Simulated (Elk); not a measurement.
# Worked example: self-consistent single point of Pb (Fm-3m, 1 atom in the cell) in Elk

Method: PBE, all-electron FP-LAPW, Elk's shipped species files, APW+lo basis with extra local orbitals (Elk 10.2.4).

The input file:

```
tasks
  0

xctype
  20

rgkmax
  8.0

gmaxvr
  16.0

nxlo
  2

lorbcnd
  .true.

lmaxi
  3

swidth
  0.00367493

maxscl
  100

scale
  6.614378879

avec
    0.0000000000    0.7071067812    0.7071067812
    0.7071067812    0.0000000000    0.7071067812
    0.7071067812    0.7071067812    0.0000000000

atoms
  1
  'Pb.in'
  1
  0.0000000000  0.0000000000  0.0000000000    0.0 0.0 0.0

ngridk
  9 9 9
```

Output (repeated stretches shortened):

```
│ Elk code version 10.2.4 │

All units are atomic (Hartree, Bohr, etc.)

│ Ground-state run starting from atomic densities │

Lattice vectors :
   0.000000000       4.677072159       4.677072159
   4.677072159       0.000000000       4.677072159
   4.677072159       4.677072159       0.000000000

Unit cell volume      :    204.6219442
Brillouin zone volume :    1.212236617

Muffin-tin inner radius fraction :   0.1000000000E-01

Nuclei treated as point charges

Species :    1 (Pb)
 parameters loaded from : Pb.in
 name : lead
 nuclear charge    :   -82.00000000
 electronic charge :    82.00000000
 atomic mass :    377702.4940
 muffin-tin radius :    2.800000000
 number of radial points in muffin-tin :    697
 atomic positions (lattice), magnetic fields (Cartesian) :
   1 :   0.00000000  0.00000000  0.00000000    0.00000000  0.00000000  0.00000000

Total number of atoms per unit cell :    1

Spin treatment :
 spin-unpolarised

Number of Bravais lattice symmetries :   48
Number of crystal symmetries         :   48
Crystal has inversion symmetry
Real symmetric eigensolver will be used

k-point grid :      9     9     9
k-point offset :    0.000000000       0.000000000       0.000000000
k-point set is reduced with full crystal symmetry group
Total number of k-points :       35

Muffin-tin radius times maximum |G+k| :    8.000000000
 using average radius
Maximum |G+k| for APW functions       :    2.857142857
Maximum (1/2)|G+k|²                   :    4.081632653
Maximum |G| for potential and density :    16.00000000
 potential will be trimmed for |G| > 2 gkmax
Constant for pseudocharge density :   11
Radial integration step length :    4

G-vector grid sizes :     35    35    35
Number of G-vectors :    14163

Maximum angular momentum used for
 APW functions                      :    8
 outer part of muffin-tin           :    6
 inner part of muffin-tin           :    3

Total nuclear charge    :   -82.00000000
Total core charge       :    68.00000000
Total valence charge    :    14.00000000
Total excess charge     :    0.000000000
Total electronic charge :    82.00000000

Effective Wigner radius, rₛ :   0.8414272673

Number of empty states         :    4
Total number of valence states :   11
Total number of core states    :   68

Conduction state local-orbitals added automatically
Total number of local-orbitals :   80

Exchange-correlation functional :     20     0     0
 Perdew-Burke-Ernzerhof, Phys. Rev. Lett. 77, 3865 (1996)
 gradient requirement :    1
 generalised gradient approximation (GGA)

Smearing type :    3
 Fermi-Dirac
Smearing width :   0.3674930000E-02
Effective electronic temperature (K) :    1160.451112

Mixing type :    3
 Broyden mixing, J. Phys. A: Math. Gen. 17, L317 (1984)

Kohn-Sham potential initialised from atomic data

│ Self-consistent loop started │
│ Loop number : 1 │
 total energy                :     -20935.8331708
│ Loop number : 2 │
 total energy                :     -20935.8225364
RMS change in Kohn-Sham potential (target) :   0.1494172079     (  0.1000000000E-05)
Absolute change in total energy (target)   :   0.1063440046E-01 (  0.1000000000E-03)
│ Loop number : 3 │
 total energy                :     -20935.0799021
RMS change in Kohn-Sham potential (target) :   0.1324197813     (  0.1000000000E-05)
Absolute change in total energy (target)   :   0.7452929306     (  0.1000000000E-03)
│ Loop number : 4 │
 total energy                :     -20931.8315080
RMS change in Kohn-Sham potential (target) :   0.6317633293E-01 (  0.1000000000E-05)
Absolute change in total energy (target)   :    3.434717307     (  0.1000000000E-03)
│ Loop number : 5 │
 total energy                :     -20929.7965914
RMS change in Kohn-Sham potential (target) :   0.1995810113E-01 (  0.1000000000E-05)
Absolute change in total energy (target)   :    2.893595904     (  0.1000000000E-03)
│ Loop number : 6 │
 total energy                :     -20929.0724324
RMS change in Kohn-Sham potential (target) :   0.4743674073E-02 (  0.1000000000E-05)
Absolute change in total energy (target)   :    1.447558024     (  0.1000000000E-03)
│ Loop number : 7 │
 total energy                :     -20928.8367447
RMS change in Kohn-Sham potential (target) :   0.2052712637E-03 (  0.1000000000E-05)
Absolute change in total energy (target)   :   0.5975771938     (  0.1000000000E-03)
│ Loop number : 8 │
 total energy                :     -20928.8239105
RMS change in Kohn-Sham potential (target) :   0.1354222442E-03 (  0.1000000000E-05)
Absolute change in total energy (target)   :   0.1622284855     (  0.1000000000E-03)
│ Loop number : 9 │
 total energy                :     -20928.8095050
RMS change in Kohn-Sham potential (target) :   0.5710092742E-04 (  0.1000000000E-05)
Absolute change in total energy (target)   :   0.5496264063E-01 (  0.1000000000E-03)
│ Loop number : 10 │
 total energy                :     -20928.8027472
RMS change in Kohn-Sham potential (target) :   0.3631928664E-05 (  0.1000000000E-05)
Absolute change in total energy (target)   :   0.2049845198E-01 (  0.1000000000E-03)
│ Loop number : 11 │
 total energy                :     -20928.8025533
RMS change in Kohn-Sham potential (target) :   0.1333825263E-05 (  0.1000000000E-05)
Absolute change in total energy (target)   :   0.5318496867E-02 (  0.1000000000E-03)
│ Loop number : 12 │
 total energy                :     -20928.8025549
RMS change in Kohn-Sham potential (target) :   0.3368920892E-06 (  0.1000000000E-05)
Absolute change in total energy (target)   :   0.1328029128E-02 (  0.1000000000E-03)
│ Loop number : 13 │
 total energy                :     -20928.8025482
RMS change in Kohn-Sham potential (target) :   0.6932586452E-07 (  0.1000000000E-05)
Absolute change in total energy (target)   :   0.3386944518E-03 (  0.1000000000E-03)
│ Loop number : 14 │
 total energy                :     -20928.8025503
RMS change in Kohn-Sham potential (target) :   0.1598852105E-07 (  0.1000000000E-05)
Absolute change in total energy (target)   :   0.8263106429E-04 (  0.1000000000E-03)
Convergence targets achieved

│ Loop number : 15 │

Energies :
 Fermi                       :     0.237634179917
 sum of eigenvalues          :     -12943.9790626
 electron kinetic            :      24369.9017696
 core electron kinetic       :      24240.2086361
 Coulomb                     :     -44908.2310018
 Coulomb potential           :     -36802.9556548
 nuclear-nuclear             :     -1357.31922215
 electron-nuclear            :     -50298.8679044
 Hartree                     :      6747.95612482
 Madelung                    :     -26506.7531744
 xc potential                :     -510.925177422
 exchange                    :     -385.453210980
 correlation                 :     -5.01966595007
 electron entropic           :    -0.441786784567E-03
 total energy                :     -20928.8025509

Density of states at Fermi energy :    9.338884619
 (states/Hartree/unit cell)

Estimated indirect band gap :   0.4359180765E-02
 from k-point     32 to k-point     20
Estimated direct band gap   :   0.6097194094E-01
 at k-point     35

Charges :
 core                        :    68.00000000
 valence                     :    14.00000000
 interstitial                :    1.675021995
 muffin-tins (core leakage)
  species :    1 (Pb)
   atom    1                 :    80.32497801     (  0.1192988590E-02)
 total in muffin-tins        :    80.32497801
 total calculated charge     :    81.99915548
 total charge                :    82.00000000
 error                       :   0.8445160742E-03

│ Self-consistent loop stopped │
```

The run converged in 15 iterations. The count includes the last loop, which Elk runs after its targets are met.

The starting cell has typed, rounded lattice constants, without a prior relaxation at this level. Spin-orbit coupling is off. Values depend on the basis (sphere radii, cutoffs, local orbitals), which need not be converged. The log's line on a gap gives a spacing of levels on this mesh, which the program prints for metals too.
